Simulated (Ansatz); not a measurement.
CdTe (within 0.1 Å of P6₄22, No. 181, 6 atoms in the cell; start mp-1492; a measured phase of this formula has another space group), treated with r²SCAN+rVV10 in Ansatz (PAW).

Numerical settings: plane-wave cutoff 560 eV, 18×18×6 k mesh (along the axes of the cell as run), Fermi–Dirac smearing 0.05 eV, scalar-relativistic PAW data made under PBE.

Cell (relaxed at this level):

```
CdTe
1.0
    4.52486     0.00000     0.00000
   -2.26243     3.91864     0.00000
    0.00000     0.00000    10.42924
Cd Te
3 3
Direct
  0.00000   0.49563   0.66667
  0.50437   0.50437   0.00000
  0.49563   0.00000   0.33333
  0.00000   0.49781   0.16667
  0.50219   0.50219   0.50000
  0.49781   0.00000   0.83333
```

Task: Estimate the band gap and smallest direct gap on the k points sampled that the calculation returns.

Result: 
* **band gap**: 0.64 eV
* **smallest direct gap on the k points sampled**: 0.80 eV

Spin–orbit coupling is not included; with these elements it can move the gap by several tenths of an eV or more.

The computed numbers hold no vibrational or temperature effects.

A start named mp-… is a Materials Project structure, which need not be a measured phase.

Ansatz is a first-principles code.
